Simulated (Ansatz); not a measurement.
System: ZnO (P4₂/mnm, No. 136, 8 atoms in the cell; start mp-1093993; a measured phase of this formula has another space group). Method: r²SCAN in Ansatz (PAW).

Numerical settings: plane-wave cutoff 600 eV, 8×8×12 k mesh (along the axes of the cell as run), finite displacements, scalar-relativistic PAW data made under PBE.

Cell (relaxed at this level):

Space group P4₂/mnm (No. 136); a = b = 5.5132 Å, c = 3.2486 Å, α = β = γ = 90.00°

```
atom  site  symmetry       x       y       z
----  ----  --------  ------  ------  ------
Zn      4g      m.2m  0.1818  0.1818  0.5000
O       4f      m.2m  0.3175  0.3175  0.0000
```

**Question.** Give the computed high-frequency dielectric constant (mean over three axes) and dielectric constant ε0 (ions relaxed) (mean over three axes).

**Answer.** 
- high-frequency dielectric constant (mean over three axes): 4.21
- dielectric constant ε0 (ions relaxed) (mean over three axes): 8.72

Note: the relaxation could not lower the start's symmetry, so the cell can be a saddle point above a distorted one.

Cost on a shared machine: roughly 40 core-minutes.

A start named mp-… is a Materials Project structure, which need not be a measured phase.

Ansatz is a program for electronic structure.
